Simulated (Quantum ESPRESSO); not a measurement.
Quantum ESPRESSO run on Mg₃Ir (P6_3/mmc, 8 atoms in the cell): self-consistent single point.

Computed with PBEsol, SSSP 1.1.2 efficiency (PBE) pseudopotentials (plane waves; Quantum ESPRESSO 7.5).

```xyz
8
Lattice="4.6363 0.0000 0.0000 -2.3182 4.0152 0.0000 0.0000 0.0000 8.3870" Properties=species:S:1:pos:R:3 pbc="T T T"
Mg     0.0000     2.6768     4.8896
Mg     2.3182     1.3384     0.6961
Mg     0.0000     2.6768     7.6909
Mg     2.3182     1.3384     3.4974
Mg     0.0000     0.0000     2.0967
Mg     0.0000     0.0000     6.2902
Ir     0.0000     2.6768     2.0967
Ir     2.3182     1.3384     6.2902
```

Reference input (self-consistent single point, DFT, PBEsol, plane waves, SSSP 1.1.2 efficiency (PBE) pseudopotentials): ecutwfc = 40 Ry; ecutrho = 320 Ry; occupations = smearing; smearing = gaussian; degauss = 0.0147 Ry; input_dft = pbesol; potentials = {Mg: Mg.pbe-n-kjpaw_psl.0.3.0.UPF, Ir: Ir_pbe_v1.2.uspp.F.UPF}; K_POINTS = automatic 6 6 3 0 0 0; conv_thr = 1e-10 Ry. This run's input differs from it in these lines:

```diff
@@ -16,3 +16,3 @@
  smearing = 'gaussian'
- degauss = 0.0147
+ degauss = 0.02205
  input_dft = 'pbesol'
```

Log, with long lists cut:

```
     Self-consistent Calculation

     iteration #  1     ecut=    40.00 Ry     beta= 0.70

     negative rho (up, down):  5.785E-01 0.000E+00

     total energy              =    -556.82439905 Ry
     estimated scf accuracy    <       4.30982482 Ry

     iteration #  2     ecut=    40.00 Ry     beta= 0.70

     negative rho (up, down):  6.487E-01 0.000E+00

     total energy              =    -558.26494703 Ry
     estimated scf accuracy    <      13.13908737 Ry

     iteration #  3     ecut=    40.00 Ry     beta= 0.70

     negative rho (up, down):  6.613E-01 0.000E+00

     total energy              =    -559.33864419 Ry
     estimated scf accuracy    <       0.77164626 Ry

   [... 15 blocks of this kind left out ...]

     iteration # 19     ecut=    40.00 Ry     beta= 0.70

     negative rho (up, down):  6.504E-01 0.000E+00

     total energy              =    -559.54398569 Ry
     estimated scf accuracy    <          1.2E-10 Ry

     iteration # 20     ecut=    40.00 Ry     beta= 0.70

     negative rho (up, down):  6.504E-01 0.000E+00
     End of self-consistent calculation

     the Fermi energy is     6.9848 ev

!    total energy              =    -559.54398569 Ry
     estimated scf accuracy    <          1.2E-11 Ry
     smearing contrib. (-TS)   =      -0.00931828 Ry
     internal energy E=F+TS    =    -559.53466742 Ry

     convergence has been achieved in  20 iterations

     negative rho (up, down):  6.504E-01 0.000E+00

     Forces acting on atoms (cartesian axes, Ry/au):

     atom    1 type  1   force =    -0.00000000    0.00000000   -0.01411588
     atom    2 type  1   force =    -0.00000000   -0.00000000   -0.01411588
     atom    3 type  1   force =     0.00000000    0.00000000    0.01411588
     atom    4 type  1   force =    -0.00000000   -0.00000000    0.01411588
     atom    5 type  1   force =     0.00000000    0.00000000    0.00000000
   [... lines left out ...]
     Total force =     0.028232     Total SCF correction =     0.000000
   [... lines left out ...]

     negative rho (up, down):  6.504E-01 0.000E+00
          total   stress  (Ry/bohr**3)                   (kbar)     P=      -46.31
  -0.00032189  -0.00000000   0.00000000          -47.35       -0.00        0.00
  -0.00000000  -0.00032189   0.00000000           -0.00      -47.35        0.00
   0.00000000   0.00000000  -0.00030071            0.00        0.00      -44.24

   JOB DONE.
```

The run converged in 20 iterations. Against the reference run the free energy goes down by 4.3 meV/atom, the pressure moves little (-4.65 to -4.63 GPa) and the largest force moves little (0.356 to 0.363 eV/Å).

The starting cell comes from a database of published, mostly measured structures (it also holds non-ambient and calculated ones), without a prior relaxation at this level. Its lattice was rescaled by a random factor within 2.5 % of one. Spin polarisation is off. With a pressure of about -5 GPa the cell is away from its equilibrium volume at this level.

Cost on one core of a shared machine: roughly 90 s.
